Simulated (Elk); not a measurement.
A self-consistent single point of Pt (Fm-3m, 1 atom in the cell) with Elk.

Method of the run: PBEsol, all-electron FP-LAPW, Elk's shipped species files, LAPW+lo basis (Elk).

```yaml
crystal:
  lattice:
    - [0.00000, 1.95412, 1.95412]
    - [1.95412, 0.00000, 1.95412]
    - [1.95412, 1.95412, 0.00000]
  atoms:
    - { symbol: Pt, position: [0.00000, 0.00000, 0.00000] }
```

Reference input (self-consistent single point, DFT, PBEsol, all-electron FP-LAPW, Elk's shipped species files, LAPW+lo basis): xctype = 22; rgkmax = 8; stype = 3; swidth = 0.00367493 Ha; ngridk = 8 8 8; gmaxvr = 14 1/bohr; nxoapwlo = 1; rmtscf = 0.88. This run's input differs from it in these lines:

```diff
@@ -24,2 +24,8 @@
 
+epspot
+  3.7e-16
+
+epsengy
+  3.7e-14
+
 avec
```

Output, abridged:

```
│ Self-consistent loop started │
│ Loop number : 1 │
 total energy                :     -18438.9207649
│ Loop number : 2 │
 total energy                :     -18439.2833327
RMS change in Kohn-Sham potential (target) :   0.2199018882     (  0.3700000000E-15)
Absolute change in total energy (target)   :   0.3625677823     (  0.3700000000E-13)
│ Loop number : 3 │
 total energy                :     -18440.2317126
RMS change in Kohn-Sham potential (target) :   0.1983414758     (  0.3700000000E-15)
Absolute change in total energy (target)   :    1.039021819     (  0.3700000000E-13)
│ Loop number : 4 │
   [... lines left out ...]
Absolute change in total energy (target)   :   0.1465414243E-06 (  0.3700000000E-13)
│ Loop number : 198 │
 total energy                :     -18441.6288852
RMS change in Kohn-Sham potential (target) :   0.6533341012E-08 (  0.3700000000E-15)
Absolute change in total energy (target)   :   0.2885208232E-06 (  0.3700000000E-13)
│ Loop number : 199 │
 total energy                :     -18441.6288856
RMS change in Kohn-Sham potential (target) :   0.5151056135E-08 (  0.3700000000E-15)
Absolute change in total energy (target)   :   0.2534252417E-06 (  0.3700000000E-13)
│ Loop number : 200 │
Reached self-consistent loops maximum

Energies :
 Fermi                       :     0.467282474982
 total energy                :     -18441.6288854

Density of states at Fermi energy :    46.38722704
 (states/Hartree/unit cell)

Estimated indirect band gap :   0.5265614594E-02
 from k-point     20 to k-point     11
Estimated direct band gap   :   0.2327852414E-01
 at k-point      5

Charges :
 core                        :    48.00000000
 valence                     :    30.00000000
 interstitial                :    1.597902132
 muffin-tins (core leakage)
  species :    1 (Pt)
   atom    1                 :    76.40209787     (  0.9031216346E-03)
 total in muffin-tins        :    76.40209787
 total calculated charge     :    77.99473113
 total charge                :    78.00000000
 error                       :   0.5268866059E-02

│ Self-consistent loop stopped │
```

The run ended unconverged after 200 iterations. 

The starting cell has typed, rounded lattice constants, without a prior relaxation at this level. Its lattice was rescaled by up to half a per cent. Spin-orbit coupling is off. Values depend on the basis (sphere radii, cutoffs, local orbitals), which need not be converged.

Cost on one core of a shared machine: roughly 60 s.
